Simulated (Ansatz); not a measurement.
Take Ag2O (space group Pn-3m, No. 224; a = 4.7067 Å) as the base. Axes: x, y, z lie along the cube axes.

Calculations: PBEsol (Ansatz, a program for electronic structure), without spin-orbit coupling.

For the base:

The volume per atom is 17.38 Å³ and the band gap is zero. The pressure comes out as 0.0 GPa.

One thing is altered: compressive biaxial strain of 3.00 % in the plane normal to [001], as in epitaxy on a mismatched substrate; the out-of-plane cell vector and the atoms relax.

How does this affect the volume per atom, energy relative to the base, band gap and pressure?

The volume per atom shrinks by 0.08 Å³, from 17.38 Å³ to 17.30 Å³; the energy grows by 0.6 meV/atom; the band gap remains zero; the pressure (mean of the normal stresses, compression positive) stays essentially unchanged (0.0 GPa against 0.1 GPa).

The mesh was chosen for an insulator and is coarse for the gapless case. No phonon test of stability was made. No Hubbard U is applied, and correlation can decide whether such a compound is a metal. The final runs are not spin-polarised. A zero or small gap of Ag2O can be the functional's error rather than a property of the material.
